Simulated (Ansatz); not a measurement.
Consider BiB in the zinc blende structure (space group F-43m, No. 216; a = 5.457 Å; a hypothetical phase, not in the database extracts checked).

Now apply this change: P takes the place of Bi on all its sites; the structure is relaxed again.

Levels (all Ansatz, an electronic-structure program, PAW, earlier PAW set): PBEsol (420 eV, spin-orbit coupling left out); PBEsol+SOC (420 eV, with spin-orbit coupling).

The geometry is relaxed with PBEsol.

* **PBEsol electron mass**: 1.3 mₑ along k, 0.22 mₑ across (off the special points)
* **PBEsol lowest conduction level above the VBM at special points**: X 1.21 eV; K 2.02 eV; U 2.02 eV; Γ 3.38 eV

With PBEsol+SOC at the same geometry, the hole mass (degenerate bands, along [100]) comes out as 0.25, 0.31 mₑ (at Γ); the electron mass remains 1.3 mₑ along k, 0.22 mₑ across (off the special points); the lowest conduction level above the VBM at special points changes from X 1.21 eV; K 2.02 eV; U 2.02 eV; Γ 3.38 eV to X 1.19 eV; K 2.01 eV; U 2.01 eV; Γ 3.34 eV. The threefold valence maximum splits by Δso ≈ 41 meV.

Single points use the geometry relaxed with PBEsol. The spin-orbit shifts are approximate. The levels and masses belong to the bands next to the band gap. Effective masses come from finite differences of ±0.01 Å⁻¹. Along k means along the line from Γ to the band edge. No phonon test of stability was made.
